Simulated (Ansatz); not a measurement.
## rock-salt MgO (1 1 0) on zinc-blende GaSb (1 1 0) (film strained to the substrate, started from cuts of the bulks and a machine-learned relaxation; slabs Ga6Sb6 and Mg16O16, which can lie off the formulas)

A periodic stack without vacuum, rock-salt MgO (1 1 0) on zinc-blende GaSb (1 1 0) (film strained to the substrate, started from cuts of the bulks and a machine-learned relaxation; slabs Ga6Sb6 and Mg16O16, which can lie off the formulas): substrate slab Ga6Sb6, film Mg16O16, surface cells [[0, -1], [1, -1]] and [[1, 0], [1, 2]], film strained by +3.3 and +3.3 %, outermost planes GaSb/GaSb and MgO/MgO as cut, which need not be the usual terminations and can put a slab off its formula.

The start was prepared with a machine-learned potential, and the result is one local minimum, with the in-plane cell held and forces under 0.04 eV/Å; the film can end far from its bulk form.

Calculation: PBE (plane waves to 420 eV, PAW; Ansatz, a program for electronic structure). No spin–orbit coupling; the runs are not spin-polarised. Its k-point mesh 6×4×1, Fermi–Dirac width 0.05 eV.

- interface area: 27.3 Å²
- period: 25.65 Å
- heights between the nearest atoms of the two slabs at the two interfaces: 1.97 and 1.98 Å
- Ga–Mg contacts across the interfaces within 1.22 times the sum of covalent radii: 4, mean 3.10 Å
- Mg–Sb contacts across the interfaces within 1.22 times the sum of covalent radii: 4, mean 2.90 Å
- Ga–O contacts across the interfaces within 1.22 times the sum of covalent radii: 2, mean 1.99 Å

```
Ga3Mg8O8Sb3
1.0
    4.39030    -0.00243    -0.18043
    4.38630     6.20655    -0.42124
   -3.26909    -3.60436    25.96461
Ga Sb Mg O
6 6 16 16
Direct
  0.65892   0.03847   0.13676
  0.65700   0.43905   0.03823
  0.68913   0.17713   0.30432
  0.66439   0.60464   0.20765
  0.77254   0.26574   0.47356
  0.72034   0.71764   0.37524
  0.39265   0.21566   0.05042
  0.39422   0.78736   0.12084
  0.41428   0.36520   0.21814
  0.43378   0.92201   0.29366
  0.46355   0.49008   0.39091
  0.50147   0.02461   0.46125
  0.02338   0.14882   0.60894
  0.51169   0.65937   0.60780
  0.26168   0.36038   0.55819
  0.75117   0.86946   0.55649
  0.54483   0.74295   0.72603
  0.04574   0.24247   0.72646
  0.78123   0.95131   0.67008
  0.28147   0.45087   0.66987
  0.07350   0.32877   0.84195
  0.57269   0.82927   0.84166
  0.30947   0.53713   0.78558
  0.80968   0.03686   0.78552
  0.59719   0.91690   0.95528
  0.10710   0.40552   0.95352
  0.84417   0.11843   0.90297
  0.33322   0.63026   0.90384
  0.74527   0.36889   0.55045
  0.25466   0.86856   0.55940
  0.51391   0.16066   0.61142
  0.02255   0.64910   0.60848
  0.28179   0.95155   0.67088
  0.78117   0.44888   0.66753
  0.04597   0.74174   0.72595
  0.54463   0.24447   0.72736
  0.80997   0.53599   0.78495
  0.30881   0.03739   0.78520
  0.57350   0.33107   0.84433
  0.07341   0.82763   0.84071
  0.33360   0.12651   0.90055
  0.84329   0.61927   0.90298
  0.10039   0.91102   0.95235
  0.59481   0.42544   0.96118
```
